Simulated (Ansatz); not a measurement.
Pair distribution function (Ni-Si) of NiSi2 (fluorite type), cell Si64Ni32, begun in the crystal structure [in the run: it stayed crystalline; mean temperature 302 K (target 300 K); density 4.65 g/cm³, volume +4 % from the start crystal's; one k-point, which a denser mesh shifts by -0.1 GPa in pressure and 0.05 eV/Å in forces], from MD at 302 K. Method: PBE (plane waves, PAW; Ansatz, an electronic-structure program). Volume per atom 13.66 Å³, mean pressure -0.1 GPa. 

```
r (Å) | g(r)
     1.50 |  0.00
     1.54 |  0.00
     1.58 |  0.00
     1.62 |  0.00
     1.66 |  0.00
     1.70 |  0.00
     1.74 |  0.00
     1.78 |  0.00
     1.82 |  0.00
     1.86 |  0.00
     1.90 |  0.00
     1.94 |  0.00
     1.98 |  0.00
     2.02 |  0.00
     2.06 |  0.00
     2.10 |  0.00
     2.14 |  0.02
     2.18 | # 0.21
     2.22 | ### 1.25
     2.26 | ########## 4.10
     2.30 | ##################### 8.77
     2.34 | ############################## 12.5
     2.38 | ############################## 12.7
     2.42 | ###################### 9.29
     2.46 | ############# 5.47
     2.50 | ###### 2.36
     2.54 | ## 0.92
     2.58 | # 0.30
     2.62 |  0.07
     2.66 |  0.02
     2.70 |  0.00
     2.74 |  0.00
     2.78 |  0.00
     2.82 |  0.00
     2.86 |  0.00
     2.90 |  0.00
     2.94 |  0.00
     2.98 |  0.00
     3.02 |  0.00
     3.06 |  0.00
     3.10 |  0.00
     3.14 |  0.00
     3.18 |  0.00
     3.22 |  0.00
     3.26 |  0.00
     3.30 |  0.00
     3.34 |  0.00
     3.38 |  0.00
     3.42 |  0.00
     3.46 |  0.00
     3.50 |  0.00
     3.54 |  0.00
     3.58 |  0.00
     3.62 |  0.00
     3.66 |  0.00
     3.70 |  0.00
     3.74 |  0.00
     3.78 |  0.00
     3.82 |  0.00
     3.86 |  0.00
     3.90 |  0.00
     3.94 |  0.00
     3.98 |  0.00
     4.02 |  0.00
     4.06 |  0.00
     4.10 |  0.00
     4.14 |  0.00
     4.18 |  0.01
     4.22 |  0.07
     4.26 |  0.20
     4.30 | # 0.54
     4.34 | ### 1.20
     4.38 | ###### 2.42
     4.42 | ######### 3.92
     4.46 | ############# 5.67
     4.50 | ################# 7.02
     4.54 | ################# 7.36
     4.58 | ############### 6.53
     4.62 | ############ 5.21
     4.66 | ######## 3.57
     4.70 | ##### 2.08
     4.74 | ## 1.05
     4.78 | # 0.44
     4.82 |  0.17
     4.86 |  0.06
     4.90 |  0.02
     4.94 |  0.00
     4.98 |  0.00
     5.02 |  0.00
     5.06 |  0.00
```

Q: From the above, determine where the first shell ends and the number of neighbours in it.

A: g is nil from 2.7 to 4.1 Å, so any cut there serves; 8.0 Si round each Ni and 4.0 Ni round each Si in the shell, from n = 4πρ∫r²g(r)dr.
